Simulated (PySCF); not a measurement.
PySCF 2.14.0, PBE0/def2-svpd, df: Mo(O)4 ([O]=[Mo-2](=[O])(=[O])=[O]), charge -2, multiplicity 1, 5 atoms. The geometry is a generated start, not checked to be a minimum at this level.

```json
{
 "task": "energy",
 "method": "pbe0",
 "basis": "def2-svpd",
 "two_electron_scheme": "density fitting",
 "mol.max_memory": "3000 MB",
 "mf.max_cycle": "100",
 "mf.conv_tol": "1e-09 (default)",
 "mf.grids.level": "3 (default)",
 "effective_core_potentials": "those of the basis set, past Kr",
 "basis_functions": "126",
 "grid_points": "78768"
}
```

```xyz
5

Mo    -0.0004     0.0006     0.0018
O      1.4048    -0.2940    -0.9416
O      0.4525     0.2803     1.6356
O     -0.8186     1.3794    -0.6163
O     -1.0383    -1.3663    -0.0795
```

Charge -2 and multiplicity 1 are set for this test and not shown to be the ground state.

With the defaults (mf.DIIS = CDIIS, mf.diis = true, mf.damp = 0, mf.diis_start_cycle = 1, mf.level_shift = 0, mf.init_guess = minao, mf.diis_space = 8) it converges in 14 Fock builds. One run each on 2 threads, 1 BLAS thread, with these changes:
- mf.level_shift = 0.3 Hartree
- mf.level_shift = 0.1 Hartree
- mf.diis = false
- mf.init_guess = mod_huckel
- mf.DIIS = EDIIS
- mf.init_guess = 1e
- mf.diis_space = 3
- mf.level_shift = 1 Hartree
- mf.diis = false, mf.damp = 0.7, mf.diis_start_cycle = 999

**Question.** Which runs fail or end elsewhere than the default run?

**Answer.** No convergence: mf.DIIS = EDIIS; mf.diis = false (the run ends without SCF convergence in 100 cycles). The rest reach the solution of the defaults.

| setting | Fock builds | end |
|---|---|---|
| mf.level_shift = 0.1 Hartree | 13 | same solution |
| the defaults | 14 | same solution |
| mf.level_shift = 0.3 Hartree | 16 | same solution |
| mf.init_guess = mod_huckel | 17 | same solution |
| mf.init_guess = 1e | 22 | same solution |
| mf.diis_space = 3 | 28 | same solution |
| mf.diis = false, mf.damp = 0.7, mf.diis_start_cycle = 999 | 30 | same solution |
| mf.level_shift = 1 Hartree | 37 | same solution |
| mf.DIIS = EDIIS | 101 | no convergence |
| mf.diis = false | 101 | no convergence |
